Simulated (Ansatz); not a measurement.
Here is the system:

```
CdS
1.0
    4.15962     0.00000     0.00000
   -2.07981     3.60234     0.00000
    0.00000     0.00000     6.53453
Cd S
2 2
Direct
  0.33333   0.66667   0.99488
  0.66667   0.33333   0.49488
  0.33333   0.66667   0.38012
  0.66667   0.33333   0.88012
```

Computed with PBE with spin-orbit coupling, rigid bands (plane waves, PAW; Ansatz, a first-principles code). Condition of this run: uniaxial stress along c of 1.6 GPa (compression positive) (the target of the relaxation). Cell: cell and atoms relaxed with PBEsol, then loaded as said.

Task: Predict the electron conductivity mass (n e² τ/σ) at 300 K, by direction if it differs.

Result: 0.148 mₑ.

Task: Predict the hole conductivity mass (n e² τ/σ) at 300 K, by direction if it differs.

Result: 1.49 (x), 1.49 (y), 0.73 (z) mₑ.

Task: And the band gap?

Result: 1.25 eV at this level; semilocal functionals usually fall short of the measured gap.

Rigid bands, one relaxation time for all states, no polarons. Geometry: cell and atoms relaxed with PBEsol.
